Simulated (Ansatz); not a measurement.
Where the default PAW files enter, the runs use the earlier of Ansatz's two default sets.

Consider the following.

```
CELL_PARAMETERS angstrom
      3.80732     0.00000     0.00000
     -1.90366     3.29724     0.00000
      0.00000     0.00000    31.14240
ATOMIC_POSITIONS crystal
  Zn 0.66667 0.33333 0.20000
  Zn 0.33333 0.66667 0.70000
  Zn 0.00000 0.00000 0.80000
  Zn 0.00000 0.00000 0.30000
  Zn 0.66667 0.33333 0.90000
  Zn 0.33333 0.66667 0.40000
  Zn 0.33333 0.66667 0.10010
  Zn 0.66667 0.33333 0.60010
  Zn 0.00000 0.00000 0.00010
  Zn 0.00000 0.00000 0.50010
  S  0.66667 0.33333 0.27490
  S  0.33333 0.66667 0.77490
  S  0.00000 0.00000 0.07500
  S  0.00000 0.00000 0.57500
  S  0.66667 0.33333 0.67500
  S  0.33333 0.66667 0.17500
  S  0.00000 0.00000 0.87490
  S  0.00000 0.00000 0.37490
  S  0.33333 0.66667 0.47510
  S  0.66667 0.33333 0.97510
```

Space group of this cell: P6_3mc. The cell is taken as given.

These are r2SCAN (plane waves, PAW; Ansatz, a program for electronic structure) values and carry that method's errors.

The current runs along the normal of the first two printed vectors; no spin-orbit coupling. Scaled by the factor s: the length along the current (ions clamped). Meshes 12×12×1 and 12×12 across the current in all rows.

```tsv
s	mean pressure (GPa)	band gap (eV)
0.97	2.8	?
1.00	0.1	2.72
1.03	-2.0	2.52
```

### Question
Take the slope of the band gap against ln s from the two given rows, extrapolate to s = 0.97, and say what the run there gives.

### Answer
Slope = (2.52 − 2.72) / ln 1.03 = -6.77 eV. The line gives 2.72 + (-6.77) × ln 0.97 = 2.93 eV. The run gives 2.80 eV, 0.13 eV under the line, 61 % of the predicted step.
